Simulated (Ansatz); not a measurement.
# How the lattice parameter c of HfGe (model structure, started from the CoSn type, P6/mmm, No. 191, 6 atoms in the cell) moves with the method

No measured value is used here.

```csv
level (code),value (Å)
PBE (Ansatz),4.151
PBEsol (Ansatz),4.142
PBE-D3(BJ) (Ansatz),4.143
```

Density-functional levels without +SOC have no spin–orbit coupling. Ansatz's density-functional and Hartree–Fock values are scalar-relativistic unless marked +SOC, with PAW data made under PBE.

A model structure was made by putting elements into a prototype or built by hand; it is no filed structure, need not be a known phase, and can be a saddle point held by its symmetry.

Ansatz is a program for electronic structure.
